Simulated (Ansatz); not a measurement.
# A computed series for ZrSi2: pressure series

Consider ZrSi$_{2}$ (space group Cmcm, No. 63).

```
ZrSi2
1.0
    1.85222    -7.39608     0.00000
    1.85222     7.39608     0.00000
    0.00000     0.00000     3.67894
Si Zr
4 2
Direct
  0.94684   0.05316   0.75000
  0.05316   0.94684   0.25000
  0.24979   0.75021   0.75000
  0.75021   0.24979   0.25000
  0.60537   0.39463   0.75000
  0.39463   0.60537   0.25000
```

Cell and atoms are relaxed at each pressure.

Method: Ansatz (a quantum-chemistry and plane-wave program), PBE, PAW, cutoff 420 eV, no SOC.

Notes on the quantities. enthalpy: H = E + PV relative to the base's energy.

```
change                  enthalpy     density  shortest interatomic distance
-----------------  -------------  ----------  -----------------------------
base                           –  4.86 g/cm³                        2.420 Å
pressure −2 GPa    -0.21 eV/atom  4.78 g/cm³                        2.427 Å
pressure −1 GPa    -0.11 eV/atom  4.82 g/cm³                        2.424 Å
pressure 0.9 GPa   +0.09 eV/atom  4.89 g/cm³                        2.417 Å
pressure 2.1 GPa   +0.22 eV/atom  4.94 g/cm³                        2.413 Å
pressure 4.5 GPa   +0.46 eV/atom  5.02 g/cm³                        2.406 Å
pressure 9 GPa     +0.91 eV/atom  5.18 g/cm³                        2.396 Å
pressure 15 GPa    +1.49 eV/atom  5.36 g/cm³                        2.384 Å
pressure 22.5 GPa  +2.19 eV/atom  5.58 g/cm³                        2.373 Å
pressure 30 GPa    +2.86 eV/atom  5.77 g/cm³                        2.364 Å
```

Load acts through the strain it causes; cell and atoms are relaxed under it. Whether these cells are dynamically stable was not tested. Competing high-pressure phases were not computed. The final runs are not spin-polarised.
